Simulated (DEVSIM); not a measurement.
Schottky contact on p-type Si

System: Schottky contact on p-type Si, at 300 K.

| layer (left to right) | material | thickness (μm) | Na (cm⁻³) | τn (s) | τp (s) |
|---|---|---|---|---|---|
| 1 | Si | 4.60 | 1e17 | 7.5e-6 | 7.5e-6 |

Left contact: Schottky, work function 4.464 eV, emission velocity 1.2e7 cm/s. Right contact: ohmic. Voltage is applied to the left contact. Recombination: SRH at mid-gap. Mobility is μmin + (μ − μmin)/(1 + (N/Nref)^α).

Constants are typed, rounded textbook-type inputs, not results; the design itself was drawn at random and stands for no fabricated device. Values at 300 K.

```csv
parameter,Si
gap (eV),1.124
affinity (eV),4.05
permittivity,11.7
Nc (cm⁻³),2.86e19
Nv (cm⁻³),3.1e19
μn (cm²/Vs),1417
μp (cm²/Vs),470
"μn,min",52
"μp,min",45
"Nref,n",9.7e16
"Nref,p",2.2e17
αn,0.68
αp,0.72
```

DEVSIM, 1D drift-diffusion, Boltzmann statistics, complete ionisation; no tunnelling, impact ionisation, image-force lowering or self-heating. Metal contacts follow the ideal Schottky-Mott rule: no Fermi-level pinning, no interface dipoles.

```yaml
potential_step_across_the_device_at_zero_bias: 0.562 V
largest_field_in_the_device_at_zero_bias: 130000 V/cm
Dark forward voltage at 1 A/cm²: 0.257 V
Dark forward voltage at 100 A/cm²: 0.389 V
```

Small-signal capacitance in reverse bias (quasi-static):

```csv
V (V),C (nF/cm²)
0.04,120
0.1,114
0.2,106
0.3,99.7
0.4,94.2
0.6,85.5
0.8,78.8
1,73.5
1.3,67.2
```

Dark reverse current:

| V (V) | J (A/cm²) |
|---|---|
| 0.04 | 4.3e-5 |
| 0.10 | 5.4e-5 |
| 0.20 | 5.6e-5 |
| 0.30 | 5.7e-5 |
| 0.40 | 5.7e-5 |
| 0.60 | 5.8e-5 |
| 0.80 | 5.9e-5 |
| 1.00 | 6.0e-5 |
| 1.30 | 6.1e-5 |
